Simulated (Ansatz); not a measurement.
System: GaN (model structure, started from the WC type, P-6m2, No. 187, 2 atoms in the cell). Method: LDA (Ansatz, an electronic-structure program, PAW).

Settings: plane-wave cutoff 520 eV, 24×24×20 k mesh (along the axes of the cell as run), Fermi–Dirac smearing 0.05 eV, scalar-relativistic PAW data made under PBE.

Cell (relaxed at this level):

```yaml
crystal:
  lattice:
    - [2.91191, 0.00000, 0.00000]
    - [-1.45595, 2.52179, 0.00000]
    - [0.00000, 0.00000, 2.63026]
  atoms:
    - { symbol: Ga, position: [0.00000, 0.00000, 0.00000] }
    - { symbol: N, position: [0.66667, 0.33333, 0.50000] }
```

Q: What does this level give for the bulk modulus?

A: 
- bulk modulus: 205 GPa

The run finds no gap.

Note: the bulk modulus is −V dP/dV from two relaxed cells at ±2 % in volume; the relaxation could raise the start's symmetry but not lower it, so the cell can be a saddle point.

The computed numbers hold no vibrational or temperature effects.

It cost about 2.2 core-minutes (a rough figure) of CPU time.

A model structure was made by putting elements into a prototype or built by hand; it is no filed structure, need not be a known phase, and can be a saddle point held by its symmetry.
